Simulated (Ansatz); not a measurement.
We look at the energy of the reaction as written. Reaction: 2 cell B → cell A. A negative value means that the right-hand side lies lower.

Cell A: a sheet of composition In2, 2 atoms, hexagonal cell of 5.00 Å (21.6 Å²), symmetry P-3m1, 0.0 Å thick under 17 Å of vacuum, in-plane vectors relaxed; planes from bottom to top: In2, all atoms in one plane; a model cell; spin state with PBE: run without spin, k-point mesh 18×18×1.
```xyz
2
Lattice="4.9952 0.0000 0.0000 -2.4976 4.3260 0.0000 0.0000 0.0000 17.0539" Properties=species:S:1:pos:R:3 pbc="T T T"
In     0.0000     2.8840     8.5298
In     2.4976     1.4420     8.5241
```

Cell B: a sheet of composition In, 1 atom, hexagonal cell of 3.16 Å (8.7 Å²), symmetry P6/mmm, 0.0 Å thick under 16 Å of vacuum, in-plane vectors relaxed; planes from bottom to top: In; a model cell; spin state with PBE: run without spin, k-point mesh 24×24×1.
```yaml
crystal:
  lattice:
    - [3.16181, 0.00000, 0.00000]
    - [-1.58091, 2.73821, 0.00000]
    - [0.00000, 0.00000, 16.00000]
  atoms:
    - { symbol: In, position: [0.00000, 0.00000, 0.50000] }
```

Computed with Ansatz (plane waves, PAW), its PAW set soft_1, cutoff 420 eV, 500 eV for r2SCAN. The structures are at rest with PBE; other levels are single points on them. Neutral cells; Fermi-Dirac smearing of at most 0.10 eV in the solids, energies taken to zero width. The lattices are those relaxed with PBE, so at other levels the solids can be strained, which adds to the spread. A dispersion term (D3(BJ), or D4 for r2SCAN) was computed beside these levels and is taken off wherever the name lacks it. No zero-point or thermal terms. Spin-orbit coupling is left out. The cells' k-point meshes differ in density, so the last digit is unsettled. Cell A has symmetry P-3m1 and got no random move, so less symmetric positions, which may lie lower, weren't tried. Cell B has symmetry P6/mmm and got no random move, so less symmetric positions, which may lie lower, weren't tried.

Q: Estimate the value that r2SCAN returns for this input.

A: 0.40 eV, for 2 cell B → cell A.

Q: What do the other levels give, and how wide is the spread?

A: 
```csv
Method,value (eV),less r2SCAN
PBE,0.43,0.03
```

The levels span only 0.03 eV, too little to tell them apart.

Ansatz is a first-principles code.
